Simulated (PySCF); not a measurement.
PySCF 2.14.0, B3LYP/def2-svp, df: Ti(OH)(Me)3 ([CH3][Ti]([CH3])([CH3])[OH]), 15 atoms. The geometry is a generated start, not checked to be a minimum at this level.

```
Quantity                      Result
-------------------  ---------------
task                          energy
method                         b3lyp
basis                       def2-svp
two-electron scheme  density fitting
mol.max_memory               3000 MB
mf.max_cycle                     100
mf.init_guess        minao (default)
mf.conv_tol          1e-09 (default)
mf.grids.level           3 (default)
basis functions                  137
grid points                   175424
```

```xyz
15

Ti     0.3225     0.1416    -0.3080
O      1.5186     0.7127    -1.3966
H      2.2024     1.1301    -1.9218
C      1.1180    -0.8422     1.3371
H      1.7645    -0.1869     1.9389
H      1.7216    -1.7107     1.0344
H      0.3145    -1.2103     1.9961
C     -1.0245    -1.1971    -1.1464
H     -1.8175    -0.6807    -1.7080
H     -1.5126    -1.7952    -0.3589
H     -0.5374    -1.8992    -1.8386
C     -0.8451     1.6662     0.4776
H     -0.2640     2.3317     1.1327
H     -1.6734     1.2509     1.0753
H     -1.2876     2.2890    -0.3137
```

Charge 0 and multiplicity 1 are set for this test and not shown to be the ground state.

With the defaults (mf.DIIS = CDIIS, mf.diis = true, newton = off, mf.diis_space = 8, mf.level_shift = 0, mf.damp = 0, mf.diis_start_cycle = 1, mf.diis_damp = 0) it converges in 14 Fock builds. One run each on 2 threads, 1 BLAS thread, with these changes:
- mf.level_shift = 1 Hartree
- mf.diis = false
- mf.level_shift = 0.3 Hartree
- mf.damp = 0.7, mf.diis_start_cycle = 8
- mf.diis_space = 5
- mf.diis = false, mf.damp = 0.7, mf.diis_start_cycle = 999
- mf.DIIS = EDIIS
- mf.diis_damp = 0.3
- newton = Hessian by the SCF's own integrals

**Question.** Which runs fail or end elsewhere than the default run?

**Answer.** No convergence: mf.DIIS = EDIIS; mf.diis = false (the run ends without SCF convergence in 100 cycles). The rest reach the solution of the defaults.

```tsv
setting	Fock builds	end
the defaults	14	same solution
mf.diis_damp = 0.3	14	same solution
mf.diis_space = 5	15	same solution
mf.damp = 0.7, mf.diis_start_cycle = 8	16	same solution
mf.level_shift = 0.3 Hartree	20	same solution
mf.diis = false, mf.damp = 0.7, mf.diis_start_cycle = 999	28	same solution
mf.level_shift = 1 Hartree	40	same solution
newton = Hessian by the SCF's own integrals	44	same solution
mf.DIIS = EDIIS	101	no convergence
mf.diis = false	101	no convergence
```

Under newton the count holds the products with the orbital Hessian.
